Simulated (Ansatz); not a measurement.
C_O in alpha quartz (start: the O site; 72-site cell, 2×2×2 Γ-centred sampling). Computed with PBE, PAW (plane waves to 420 eV; Ansatz, a program for electronic structure). Total energies of the localised charge states, counted from that of charge +1, and their image corrections (point charge with alignment); the host's valence-band maximum lies at 1.990 eV on the cells' energy zero and its gap is 5.68 eV.

```json
[
 {"charge": "+1", "moment (μB)": "1.0", "E − E(first) (eV)": "0.000", "correction (eV)": "0.400"},
 {"charge": "0", "moment (μB)": "2.0", "E − E(first) (eV)": "2.880", "correction (eV)": "0.000"},
 {"charge": "−1", "moment (μB)": "1.0", "E − E(first) (eV)": "8.163", "correction (eV)": "0.384"},
 {"charge": "−2", "moment (μB)": "not spin-polarised", "E − E(first) (eV)": "14.352", "correction (eV)": "1.538"}
]
```

Problem. Derive the transition levels above the valence-band maximum and say which of them are thermodynamic.

Solution. A level is the Fermi energy at which two charges have equal formation energy: ε(q/q′) = [E(q′) + corr(q′) − E(q) − corr(q)] / (q − q′) − E_VBM.
ε(+1/0) = [(2.880 + 0.000) − (0.000 + 0.400)] / 1 − 1.990 = 0.49 eV
ε(0/−1) = [(8.163 + 0.384) − (2.880 + 0.000)] / 1 − 1.990 = 3.68 eV
ε(−1/−2) = [(14.352 + 1.538) − (8.163 + 0.384)] / 1 − 1.990 = 5.35 eV
Thermodynamic levels at least 0.1 eV inside the gap: (+1/0) at 0.49 eV; (0/−1) at 3.68 eV; (−1/−2) at 5.35 eV. Corrections reach 1.54 eV, so the outer levels may be off by several tenths of an eV. Only the charges listed were compared. Flagged in the runs: a host whose relaxation on this sampling wasn't shown to rest, a strain field that reaches the edge of the cell.
